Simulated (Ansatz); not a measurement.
S on the 1x1 (111) surface of fcc Ag, one in a 1x1 cell, energies for each (7.5 Å²). Energies are against ⅛ S8(g), without zero-point or thermal terms; each row is named by its start.

Calculation: PBE (plane waves to 420 eV, PAW; Ansatz, an electronic-structure program).

Model: 5-atom slab, 7.1 Å thick at the start under the adsorbate (thin: gaps and levels are the slab's own), 12x12x1 mesh, Fermi-Dirac 0.1 eV, dipole correction, 2 atoms held, the rest relaxed; each run with such symmetry as its start has; spin-polarised, no spin-orbit, no U, no dispersion correction.

A negative adsorption energy means that the adsorbate is more stable on the surface than in its reference. Heights count from the host atoms within 0.3 Å of the top one.

| starting site | E_ads (eV) | height (Å) | nearest host atom (Å) | bonded to | Δ work function (eV) | lateral drift (Å) | moment (μB) |
|---|---|---|---|---|---|---|---|
| top Ag | 0.63 | 2.48 | Ag 2.48 | Ag | 1.52 | 0.0 | 0.0 |
| hollow Ag-Ag-Ag over Ag at depth 2.4 Å | 0.58 | 2.12 | Ag 2.71 | 3 Ag | 1.30 | 0.0 | 0.0 |
| hollow Ag-Ag-Ag over Ag at depth 4.7 Å | 0.58 | 2.12 | Ag 2.71 | 3 Ag | 1.30 | 0.0 | 0.0 |
| bridge Ag-Ag (span 2.9 Å) | 0.60 | 2.19 | Ag 2.64 | 2 Ag | 1.33 | 0.1 | 0.0 |
